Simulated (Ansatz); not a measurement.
Os (P6_3/mmc), PBE, DFPT electron-phonon coupling, linearised Boltzmann equation run with Ansatz (a quantum-chemistry and plane-wave program): Condition of this run: functional PBE, cell relaxed with it. phonon-limited resistivity 8.95 μΩ·cm at 300 K along y (a = (2.76, 0.00, 0.00) Å; b = (-1.38, 2.39, 0.00) Å; c = (0.00, 0.00, 4.34) Å), 12.2 μΩ·cm at 400 K, current-weighted mean free path 8.1 nm, Drude plasma energy 7.81 eV.

Question: What Drude relaxation time do resistivity and plasma energy imply?

Answer: ω_p = 1.19e16 s⁻¹, so τ = 1/(ε₀ ω_p² ρ) = 8.96 fs, a damping ħ/τ of 73.4 meV.

Question: Estimate the electronic thermal conductivity at 300 K by the Wiedemann-Franz law (L₀ = 2.44×10⁻⁸ W·Ω/K²).

Answer: L₀T/ρ = 2.44×10⁻⁸ × 300/(8.95×10⁻⁸) = 81.8 W/(m·K). Inelastic scattering puts the true Lorenz number somewhat under L₀ near and below the Debye temperature.

Question: Estimate the resistivity of a 40 nm square wire with diffuse walls from ρ ≈ ρ₀(1 + 3ℓ/4d).

Answer: 1 + 0.75 × 8.1/40 = 1.15, so ρ ≈ 10.3 μΩ·cm and a line 1 μm long has 64.4 Ω. The formula is the free-electron limit for d well above ℓ; grain boundaries add to it.

A metal at this level (no band gap). Only scattering by harmonic phonons is included (no impurities, grain boundaries, electron-electron scattering or thermal expansion). Spin-orbit coupling is left out, which matters with elements this heavy. Halving the electron mesh (36x36x20) moves the resistivity by up to 1 % at 300 K, the mean free path by up to 1 %. Smearing 0.20 eV; phonons on a 6x6x3 q mesh, which this run doesn't test.
